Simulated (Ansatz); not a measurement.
A (7,0) BN nanotube has 28 atoms in a period of 4.333 Å, a mean diameter of 5.70 Å, and lies 169 meV/atom over the flat sheet relaxed at the same level.

These are PBE (plane waves to 420 eV, PAW; Ansatz, a program for electronic structure) values and carry that method's errors. Mesh 1×1×8. No spin polarisation. Periodic along z alone, with about 11 Å of vacuum beside it. An idealised model, rolled from the flat sheet. Only distortions within the start's symmetry and period were free.

Problem. Which bending rigidity of the sheet does this imply in the thin-plate picture?

Solution. A plate bent to radius R stores D/(2R²) an area. The area an atom is π × 5.70 × 4.333/28 = 2.77 Å², so the stored energy is 0.169/2.77 = 0.0610 eV/Å². With R = 2.850 Å, D = 2R² × 0.0610 = 0.99 eV. At this curvature the harmonic plate is a rough guide.
